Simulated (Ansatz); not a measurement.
## Effect of pressure 3 GPa on TlSe

Base system: TlSe (space group I4/mcm, No. 140; a = 7.944 Å, c = 6.969 Å).

It is then changed as follows: cell and atoms relaxed at a pressure of 3 GPa.

All numbers come from PBEsol (Ansatz, a quantum-chemistry and plane-wave program), scalar-relativistic without spin-orbit coupling. Γ-centred 9×9×9 mesh, Fermi–Dirac width 0.05 eV.

| quantity | base | changed | shift |
|---|---|---|---|
| volume per atom | 27.49 Å³ | 25.16 Å³ | -2.33 Å³ |
| density | 8.56 g/cm³ | 9.35 g/cm³ | +0.79 g/cm³ |
| lattice parameter a | 7.944 Å | 7.660 Å | -0.284 Å |
| c/a ratio | 0.877 | 0.895 | +0.018 |
| shortest interatomic distance | 2.698 Å | 2.690 Å | -0.008 Å |
| enthalpy H = E + PV relative to the base's energy | – | +0.49 eV/atom | – |
| band gap | zero | zero | – |

Cost of the whole job for the changed cell (relaxation, final SCF and bands): very roughly 2.3 core-minutes.

Spin-orbit coupling, missing from the scalar runs, can matter with Tl. Load acts through the strain it causes; cell and atoms are relaxed under it. Whether these cells are dynamically stable was not tested. All final runs are without spin polarisation. The zero or small gap of TlSe can change with the level of theory.
